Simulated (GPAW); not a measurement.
GPAW run on LiAg₃ (P1, 4 atoms in the cell): self-consistent single point.

Computed with PBEsol, GPAW PAW datasets PBEsol (made by gpaw-setup) (plane waves; GPAW).

The change in words: lattice scaled by 0.98. Reference geometry:
```xyz
4
Lattice="-2.0219 2.0219 4.0503 2.0219 -2.0219 4.0503 2.0219 2.0219 -4.0503" Properties=species:S:1:pos:R:3 pbc="T T T"
Li    -0.0304    -0.0102     0.0690
Ag     0.0310     2.0322     2.0028
Ag     2.0703    -0.0190     2.0056
Ag    -0.0490     0.0189     4.0232
```

Reference input (self-consistent single point, DFT PBEsol, plane waves, GPAW PAW datasets PBEsol (made by gpaw-setup)): mode = pw; ecut = 600 eV; xc = PBEsol; kpts = 5 5 6; mesh shift (steps) = 0 0 0; occupations.name = methfessel-paxton; occupations.width = 0.272 eV; occupations.order = 0; nbands = -10; convergence.forces = 0.001 eV/Å; symmetry.symmorphic = false; symmetry.tolerance = 0.0005. This run's input differs from it in these lines:

```diff
@@ -5,5 +5,5 @@
 atoms = Atoms(['Li', 'Ag', 'Ag', 'Ag'],
-              cell=[[-2.021920, 2.021920, 4.050305],
-                    [2.021920, -2.021920, 4.050305],
-                    [2.021920, 2.021920, -4.050305]],
+              cell=[[-1.981482, 1.981482, 3.969299],
+                    [1.981482, -1.981482, 3.969299],
+                    [1.981482, 1.981482, -3.969299]],
               scaled_positions=[[0.006004, 0.001008, -0.010027],
```

The program printed (abridged):

```
     iter     time        total  log10-change:
                         energy   eigst   dens  force
iter:   1 --:--:--   -14.591808
iter:   2 --:--:--   -14.106237   -2.10  -1.37
iter:   3 --:--:--   -12.939977   -1.62  -1.42
iter:   4 --:--:--   -12.868026   -3.80  -2.03
iter:   5 --:--:--   -12.846528   -2.60  -2.07
iter:   6 --:--:--   -12.810925   -3.54  -2.30
iter:   7 --:--:--   -12.809322   -4.12  -2.88
iter:   8 --:--:--   -12.809866c  -4.47  -3.00
iter:   9 --:--:--   -12.808972c  -5.31  -3.24
iter:  10 --:--:--   -12.808328c  -4.88  -3.51
iter:  11 --:--:--   -12.808320c  -7.06  -3.85
iter:  12 --:--:--   -12.808315c  -7.63c -3.91
iter:  13 --:--:--   -12.808335c  -6.62  -4.02c
iter:  14 --:--:--   -12.808328c  -7.67c -4.17c
iter:  15 --:--:--   -12.808333c  -6.04  -4.20c
iter:  16 --:--:--   -12.808323c  -7.62c -4.38c -2.77
iter:  17 --:--:--   -12.808323c  -8.45c -4.45c -2.63
iter:  18 --:--:--   -12.808320c  -7.74c -4.49c -2.35
iter:  19 --:--:--   -12.808318c  -7.79c -4.59c -3.08c
Converged after 19 iterations.

Dipole moment: (0.652600, 0.109882, -0.783675) |e|*Ang

Energy contributions relative to reference atoms: (reference = -433787.938604)

Kinetic:         -4.284558
Potential:       +1.077501
External:        +0.000000
XC:             -10.171842
Entropy (-ST):   -0.045691
Local:           +0.593427
SIC:             +0.000000
--------------------------
Free energy:    -12.831163
Extrapolated:   -12.808318

Showing only first 2 kpts
 Kpt  Band  Eigenvalues  Occupancy
  0    24      4.51617    2.00000
  0    25      8.73529    0.00000
  0    26     12.62501    0.00000
  0    27     12.66047    0.00000

  1    24      4.24648    2.00000
  1    25      9.80793    0.00000
  1    26     10.50741    0.00000
  1    27     10.67525    0.00000

Fermi level: 7.17273

No gap
No difference between direct/indirect transitions
Energy (eV): -12.808318

Forces in eV/Ang:
  0 Li    0.07219    0.04982   -0.23867
  1 Ag   -0.08573   -0.13006    0.12073
  2 Ag   -0.33525    0.19996    0.06243
  3 Ag    0.34826   -0.11944    0.05476

Stress tensor:
    -0.019094     0.000703    -0.000232
     0.000703    -0.017458    -0.001059
    -0.000232    -0.001059    -0.017710
Stress (GPa, Voigt): [-3.0593 -2.797  -2.8375 -0.1697 -0.0373  0.1127]
```

The run converged in 19 iterations. GPAW prints stress with tension positive. Against the reference run the free energy is nearly the same (within 1 meV/atom), the pressure goes from -2.28 to 2.90 GPa and the largest force goes from 0.312 to 0.395 eV/Å.

The starting cell comes from a database of computed structures (which also holds hypothetical and non-ambient phases and stackings), without a prior relaxation at this level. Its atoms were displaced at random from the sites of space group no. 139. For this run, on top of that: lattice scaled by 0.98.

Cost on one core of a shared machine: roughly 2 min.
